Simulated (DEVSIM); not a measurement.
Device: Ru/Si3N4/n-GaAs capacitor, at 300 K.

| layer (left to right) | material | thickness (nm) | Nd (cm⁻³) |
|---|---|---|---|
| 1 | Si3N4 | 22.0 | - |
| 2 | GaAs | 16000 | 1.6e15 |

Metal gate on the left, work function 4.7 eV. Fixed charge at the semiconductor interface 0 cm⁻² (in units of +e); no interface traps.

The device is made up for the run: typed textbook-type constants, with dimensions and the other settings drawn at random. Values at 300 K.

```csv
parameter,Si3N4,GaAs
gap (eV),5.1,1.424
affinity (eV),2.1,4.07
permittivity,7.5,12.9
Nc (cm⁻³),-,4.7e17
Nv (cm⁻³),-,9e18
```

Model (solved in DEVSIM): 1D Poisson equation in equilibrium, Boltzmann statistics, complete ionisation; no quantum confinement or tunnelling. Metal contacts follow the ideal Schottky-Mott rule: no Fermi-level pinning, no interface dipoles.

The gate work function was swept, all else fixed.

```
gate work function (eV)  threshold voltage (band bending 2φF) (V)  flat-band voltage (V)
-----------------------  ----------------------------------------  ---------------------
4.4                                                         -0.95                   0.18
4.55                                                        -0.80                   0.33
4.7                                                         -0.65                   0.48
4.85                                                        -0.50                   0.63
5                                                           -0.35                   0.78
```

From the first row to the last the threshold voltage (band bending 2φF) goes from -0.95 to -0.35. From the first row to the last the flat-band voltage goes from 0.18 to 0.78.
